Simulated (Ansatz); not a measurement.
An Ansatz (a quantum-chemistry and plane-wave program) run: Al3Ni with a change (uniaxial stress, 2 GPa compression along x); Kohn–Sham DFT with the PBEsol functional, run in Ansatz with PAW and 420 eV plane waves, spin-orbit coupling left out.

Input:

Ansatz 0.2 input:
```yaml
crystal:
  lattice:
    - [6.5830955034, 0, 0]
    - [0, 7.316843836, 0]
    - [0, 0, 4.7690994685]
  atoms:
    - { symbol: Al, position: [0.0097585802, 0.25, 0.914799484] }
    - { symbol: Al, position: [0.9902414198, 0.75, 0.085200516] }
    - { symbol: Al, position: [0.4902414198, 0.75, 0.414799484] }
    - { symbol: Al, position: [0.5097585802, 0.25, 0.585200516] }
    - { symbol: Al, position: [0.1712120232, 0.4437956436, 0.3656046928] }
    - { symbol: Al, position: [0.8287879768, 0.5562043564, 0.6343953072] }
    - { symbol: Al, position: [0.3287879768, 0.5562043564, 0.8656046928] }
    - { symbol: Al, position: [0.6712120232, 0.4437956436, 0.1343953072] }
    - { symbol: Al, position: [0.6712120232, 0.0562043564, 0.1343953072] }
    - { symbol: Al, position: [0.3287879768, 0.9437956436, 0.8656046928] }
    - { symbol: Al, position: [0.8287879768, 0.9437956436, 0.6343953072] }
    - { symbol: Al, position: [0.1712120232, 0.0562043564, 0.3656046928] }
    - { symbol: Ni, position: [0.8706802982, 0.25, 0.4428147768] }
    - { symbol: Ni, position: [0.1293197018, 0.75, 0.5571852232] }
    - { symbol: Ni, position: [0.6293197018, 0.75, 0.9428147768] }
    - { symbol: Ni, position: [0.3706802982, 0.25, 0.0571852232] }
basis: { ecutwfc: 420, ecutrho_ratio: 4, xc_grid: 2, fft_grid_basis: typed }
kpoints: { mp_grid: { grid: [6, 5, 8] } }
hamiltonian:
  xc: pbesol
  dispersion: none
  pseudopotentials: { kind: paw }
scf: { occupations: { method: fermi_dirac, width: 0.05 } }
relax: { f_tol: 0.005, max_steps: 50, cell: { stress_tol: 0.01, sigma_target: [2, 0, 0, 0, 0, 0] } }
output: { forces: true, stress: true }
checkpoint: { write: state.ck, write_every: 1000 }
```

Output (explanatory and most iteration lines left out):

```
Relaxation: its limit of steps is 50 (relax.max_steps)
Pseudopotential: Al, paw, valence charge 3
Pseudopotential: Ni, paw, valence charge 18
Crystal: 16 atoms, lattice volume = 229.716 Å³
Basis set: ecut = 420 eV, 4477 PW (Γ), exchange–correlation on 90×100×64 points (8 copies of the dense FFT grid, shifted against one another)
Bands: 70, of which v1, the nominal top of the filled ones, is band 54 counted from 1 (53 counted from 0)
Symmetry: 8 space group operations
Space group: Pnma (ITA 62), of the structure as read, at distance tolerance 6.1e-5 Å
k-points: 60 of 240
Functional: x = pbesol(κ = 0.804, μ = 0.12345679012345678), c = pbesol(β = 0.046)
SCF iter   1: F=—  HF=-29521.155884 eV  |F-HF|=—  |Δ(HF+E_count)|=         —  Δρ=1.08e-2  dr2=1.51e-1  ethr=1.77e-3  ⟨swp⟩=6.3  Hψ=17481  notcnv=0  defer=124
SCF iter   2: F=—  HF=-29521.134682 eV  |F-HF|=—  |Δ(HF+E_count)|=   2.12e-2  Δρ=2.62e-3  dr2=1.07e-2  ethr=1.40e-4  ⟨swp⟩=3.0  Hψ=8385  notcnv=0  defer=407
SCF 1 converged in 7 iterations: F = -29521.132371 eV  dr2 = 1.43e-8
relax step   1: F+E_penalty+E_count = -29521.13237056 eV  Δ(F+E_penalty+E_count) = +0.000e0 eV  max|allowed force component| = 1.505e-3 eV/Å  Δτ_max = 0.0000 Å  P = -0.003 GPa  Ω = 229.716 Å³  (7 SCF iters, dr2 threshold 1.00e-7 eV, accepted)
[... steps on the carried basis left out ...]
relax step   7: F+E_penalty+E_count = -29521.11002899 eV  Δ(F+E_penalty+E_count) = +2.436e-4 eV  max|allowed force component| = 1.773e-3 eV/Å  Δτ_max = 0.0000 Å  P = +0.667 GPa  Ω = 228.555 Å³  stress off target by 9.85e-3 GPa  SCF on the basis re-selected at this cell (its energy is not comparable with the rows above)  (10 SCF iters)
SCF converged after 10 iterations
Free energy (F): -29521.110029 eV
Internal energy: -29521.065055 eV  (E = F + TS)
E sigma→0 (E₀):  -29521.087542 eV
Entropy (-TS):   -0.044974 eV (-2.811 meV/atom)
Fermi energy:    10.270742 eV
--- Forces (eV/Å), atoms counted from 1 ---
  atom   1  Al    -0.00083290     0.00000000     0.00009287
  atom   2  Al     0.00083290    -0.00000000    -0.00009287
  atom   3  Al     0.00083290     0.00000000     0.00009287
  atom   4  Al    -0.00083290    -0.00000000    -0.00009287
  atom   5  Al     0.00045530     0.00013639    -0.00014696
  atom   6  Al    -0.00045530    -0.00013639     0.00014696
  atom   7  Al    -0.00045530    -0.00013639    -0.00014696
  atom   8  Al     0.00045530     0.00013639     0.00014696
  atom   9  Al     0.00045530    -0.00013639     0.00014696
  atom  10  Al    -0.00045530     0.00013639    -0.00014696
  atom  11  Al    -0.00045530     0.00013639     0.00014696
  atom  12  Al     0.00045530    -0.00013639    -0.00014696
  atom  13  Ni     0.00026532    -0.00000000     0.00177306
  atom  14  Ni    -0.00026532     0.00000000    -0.00177306
  atom  15  Ni    -0.00026532    -0.00000000     0.00177306
  atom  16  Ni     0.00026532     0.00000000    -0.00177306
--- Stress (GPa, compression-positive) ---
        1.990147       0.000000       0.000000
        0.000000       0.005766       0.000000
        0.000000       0.000000       0.004311
  P = ⅓ Tr σ = 0.6667 GPa (6.667 kbar)
--- Relaxed structure (6 steps of the walk, 6 accepted, 1 SCFs on fresh bases) ---
  cell:  # Å, volume = 228.5555 Å³
    - [6.482502497774947, 0.0, 0.0]
    - [0.0, 7.351573365089121, 0.0]
    - [0.0, 0.0, 4.7958841484699635]
  atoms:
    - { symbol: Al, position: [0.007789098899420248, 0.25000000000000006, 0.9138191267939978] }
    - { symbol: Al, position: [0.9922109011005799, 0.75, 0.08618087320600228] }
    - { symbol: Al, position: [0.4922109011005799, 0.75, 0.41381912679399785] }
    - { symbol: Al, position: [0.5077890988994201, 0.25000000000000006, 0.5861808732060024] }
    - { symbol: Al, position: [0.17136946146297152, 0.44540447398586047, 0.36183229941901923] }
    - { symbol: Al, position: [0.8286305385370284, 0.5545955260141394, 0.6381677005809809] }
    - { symbol: Al, position: [0.3286305385370284, 0.5545955260141394, 0.8618322994190193] }
    - { symbol: Al, position: [0.6713694614629715, 0.44540447398586047, 0.13816770058098085] }
    - { symbol: Al, position: [0.6713694614629715, 0.05459552601413954, 0.13816770058098085] }
    - { symbol: Al, position: [0.3286305385370284, 0.9454044739858607, 0.8618322994190193] }
    - { symbol: Al, position: [0.8286305385370284, 0.9454044739858607, 0.6381677005809809] }
    - { symbol: Al, position: [0.17136946146297152, 0.05459552601413954, 0.36183229941901923] }
    - { symbol: Ni, position: [0.8701577746569499, 0.25000000000000006, 0.44321166199282236] }
    - { symbol: Ni, position: [0.12984222534305015, 0.75, 0.5567883380071776] }
    - { symbol: Ni, position: [0.6298422253430502, 0.75, 0.9432116619928225] }
    - { symbol: Ni, position: [0.3701577746569498, 0.25000000000000006, 0.05678833800717774] }
```

Without a gap, meshes like the base's 6×5×8 leave anisotropic stresses uncertain by several tenths of a GPa, and small strain energies with them. Load acts through the strain it causes; cell and atoms are relaxed under it. sigma_target is in GPa, compression positive, in the order xx, yy, zz, yz, xz, xy. Beyond what the load breaks, stability against distortions was not tested. The final runs are not spin-polarised. The cell was made from Al3Ni (space group Pnma, No. 62; non-magnetic; a cell from a computed database, its experimental status unchecked) by this change: uniaxial stress, 2 GPa compression along x.
